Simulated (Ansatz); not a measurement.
The reference is TiAl (space group P4/mmm, No. 123; relaxed with 0.1 eV smearing).

```
CELL_PARAMETERS angstrom
      2.82388     0.00000     0.00000
      0.00000     2.82388     0.00000
      0.00000     0.00000     4.07463
ATOMIC_POSITIONS crystal
  Al 0.50000 0.50000 0.50000
  Ti 0.00000 0.00000 0.00000
```

Cartesian axes are those of the cell as printed.

The values are results of Ansatz (a quantum-chemistry and plane-wave program), PBE, PAW, cutoff 420 eV, no spin-orbit coupling, earlier PAW set, not measurements.

It is then changed as follows: every lattice vector is stretched by 2.64 %, atoms relaxed at fixed cell.

Task: Predict the stress tensor and what it implies for the stiffness.

Result: Stress of the strained cell less that of the base (GPa, compression positive):
```
   -7.6     0.0     0.0
    0.0    -7.6     0.0
    0.0     0.0    -7.5
```

Then B = −ΔP/(ΔV/V₀) with ΔV/V₀ = 0.0813 gives secant stiffness values (nonlinear terms included at this strain): B (at held cell shape, above the free-shape value) ≈ 93 GPa.

As a check, the harmonic strain energy −½ V₀ Δσ:ε is 30 meV/atom; the computed energy rise is 33 meV/atom.

No phonon test of stability was made. The final runs are not spin-polarised.
